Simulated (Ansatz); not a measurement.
Consider Al in the fcc (Cu type) structure (space group Fm-3m, No. 225; a = 3.994 Å; relaxed with 0.1 eV smearing). Axes: x, y, z lie along the cube axes.

Computed with Ansatz (a program for electronic structure) r2SCAN, scalar-relativistic without spin-orbit coupling.

For the base:

| Quantity | Result |
|---|---|
| Pressure | 0.0 GPa |
| Shortest interatomic distance | 2.824 Å |

Modification: the cell is stretched by 3.91 % along z with no lateral relaxation, atoms relaxed at fixed cell.

Predict the new pressure, energy relative to the base and shortest interatomic distance.

The pressure (mean of the normal stresses, compression positive) goes from zero to -3.1 GPa; the energy rises by 9.3 meV/atom; the shortest interatomic distance is still 2.824 Å.

The cells carry an imposed strain or load. Whether these cells are dynamically stable was not tested.
